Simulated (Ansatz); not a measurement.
Results of PBEsol+SOC (Ansatz, an electronic-structure program, PAW) for Cd2TeSe (P-4m2, No. 115, 4 atoms in the cell; start mp-1226952).

Numerical settings: plane-wave cutoff 520 eV, 8×8×6 k mesh (along the axes of the cell as run), Fermi–Dirac smearing 0.01 eV, PAW data made under PBE.

Cell (relaxed with PBEsol):

```cif
data_Cd2SeTe
_chemical_formula_sum 'Cd2 Te1 Se1'
_space_group_name_H-M_alt 'P 1'
_space_group_IT_number 1
_cell_length_a 4.45130
_cell_length_b 4.45130
_cell_length_c 6.26852
_cell_angle_alpha 90.000
_cell_angle_beta 90.000
_cell_angle_gamma 90.000
loop_
_space_group_symop_operation_xyz
  'x, y, z'
loop_
_atom_site_label
_atom_site_type_symbol
_atom_site_fract_x
_atom_site_fract_y
_atom_site_fract_z
_atom_site_occupancy
Cd1 Cd 0.50000 0.00000 0.76757 1
Cd2 Cd 0.00000 0.50000 0.23243 1
Te1 Te 0.00000 0.00000 0.50000 1
Se1 Se 0.50000 0.50000 0.00000 1
```

Question: What does this level give for the band gap?

Answer: 
* **band gap**: 0.19 eV (direct)

The computed numbers hold no vibrational or temperature effects.

A start named mp-… is a Materials Project structure, which need not be a measured phase.
